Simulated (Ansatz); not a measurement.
AlC6 (model structure, P6/mmm, No. 191, 7 atoms in the cell), treated with LDA in Ansatz (plane waves, PAW).

Run with plane-wave cutoff 520 eV, 18×18×12 k mesh (along the axes of the cell as run), Fermi–Dirac smearing 0.05 eV, scalar-relativistic PAW data made under PBE.

Cell (relaxed at this level):

```
CELL_PARAMETERS angstrom
      4.24683     0.00000     0.00000
     -2.12341     3.67786     0.00000
      0.00000     0.00000     5.29253
ATOMIC_POSITIONS crystal
  C  0.33362 0.33362 0.00000
  C  0.33362 0.00000 0.00000
  C  0.00000 0.66638 0.00000
  C  0.00000 0.33362 0.00000
  C  0.66638 0.00000 0.00000
  C  0.66638 0.66638 0.00000
  Al 0.00000 0.00000 0.50000
```

Task: Estimate the bulk modulus that the calculation returns.

Result: 
* **bulk modulus**: 34.5 GPa

The run finds no gap.

Note: the bulk modulus is −V dP/dV from two relaxed cells at ±2 % in volume; the relaxation could raise the start's symmetry but not lower it, so the cell can be a saddle point.

The computed numbers hold no vibrational or temperature effects.

A model structure was made by putting elements into a prototype or built by hand; it is no filed structure, need not be a known phase, and can be a saddle point held by its symmetry.

Ansatz is an electronic-structure program.
